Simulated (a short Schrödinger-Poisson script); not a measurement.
Solved with a short Schrödinger-Poisson script written for these runs: one-band effective-mass equation with BenDaniel-Duke matching, electrons, heavy and light holes apart, hard walls at the outer ends, one valence edge for both holes (no strain splitting), no charge, excitons, band mixing or non-parabolicity; under a field the levels are quasi-bound states of a box, listed while three quarters of their weight lies within 4 nm of the wells.

Structure: single In0.25Ga0.75As/GaAs quantum well.

From the first side: 20 nm GaAs; 10 nm In0.25Ga0.75As; 20 nm GaAs.

The device is made up for the run: typed textbook-type constants, with dimensions and the other settings drawn at random. In0.25Ga0.75As: direct gap (eV) 1.174, conduction-band edge (eV) 0, electron mass (mₑ) 0.057, heavy-hole mass 0.37, light-hole mass 0.08. GaAs: direct gap (eV) 1.424, conduction-band edge (eV) 0.163, electron mass (mₑ) 0.067, heavy-hole mass 0.377, light-hole mass 0.09.

The valence-band edge of each layer lies one gap below its conduction-band edge. The electron's potential energy rises along the stack by the applied field. Mesh 0.03 nm at interfaces.

Q: Give the e2 − e1 (meV); the e1-hh1 transition at zero applied field (eV); the shift of e1-hh1 at 15 kV/cm (meV).

A: e2 − e1 (meV): 85.8; e1-hh1 transition at zero applied field (eV): 1.212; shift of e1-hh1 at 15 kV/cm (meV): -0.8. Excitons are left out, and strain enters only through the typed gaps and offsets, so measured lines lie elsewhere.
